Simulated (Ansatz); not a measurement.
Where the default PAW files enter, the runs use the earlier of Ansatz's two default sets.

The decay constant κ of evanescent states in the gap governs leakage through a thin film.

Here is the system:

```xyz
10
Lattice="2.9866 0.0000 0.0000 0.0000 5.7011 0.0000 1.4933 -1.4317 5.8446" Properties=species:S:1:pos:R:3 pbc="T T T"
Ga     2.9866     2.9299     3.9879
Ga     1.4933     1.3395     1.8567
Ga     1.4933    -0.0027     4.7871
Ga     2.9866     4.2721     1.0575
O      1.4933     4.2277     0.0413
O      2.9866     0.0416     5.8034
O      1.4933     1.5548     3.8181
O      2.9866     2.7146     2.0266
O      2.9866     0.1512     1.9229
O      1.4933     4.1181     3.9217
```

Space group of this cell: C2/m. The cell is strained (all lengths scaled by 0.98); by r2SCAN its mean pressure is 12.7 GPa.

Transport runs along the normal of the first two printed cell vectors.

No gap correction and no spin-orbit coupling; mid-gap values are interpolated between computed energies.

### Question
State the band gap and the smallest decay constant κ at mid-gap according to r2SCAN (Ansatz, a first-principles code).

### Answer
Gap 3.55 eV on a 10×6×10 mesh; κ = 0.277 1/Å, at the zone centre.
